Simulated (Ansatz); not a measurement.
Results of LDA (plane waves, PAW; Ansatz, a first-principles code) for TiAl3 (I4/mmm, No. 139).

Settings: plane-wave cutoff 520 eV, 20×20×20 k mesh, Fermi–Dirac smearing 0.05 eV, no spin polarisation, scalar-relativistic PAW data made under PBE.

Cell (relaxed at this level):

```
CELL_PARAMETERS angstrom
     -1.88976     1.88976     4.24132
      1.88976    -1.88976     4.24132
      1.88976     1.88976    -4.24132
ATOMIC_POSITIONS crystal
  Ti 0.00000 0.00000 0.00000
  Al 0.50000 0.50000 0.00000
  Al 0.75000 0.25000 0.50000
  Al 0.25000 0.75000 0.50000
```

Question: Estimate the bulk modulus B0 and pressure derivative B′ of the bulk modulus that the calculation returns.

Answer: 
bulk modulus B0: 117 GPa
pressure derivative B′ of the bulk modulus: 4.1

The run finds no gap.

Note: the bulk modulus comes from volumes at which shape and atoms were relaxed.

The computed numbers hold no vibrational or temperature effects.
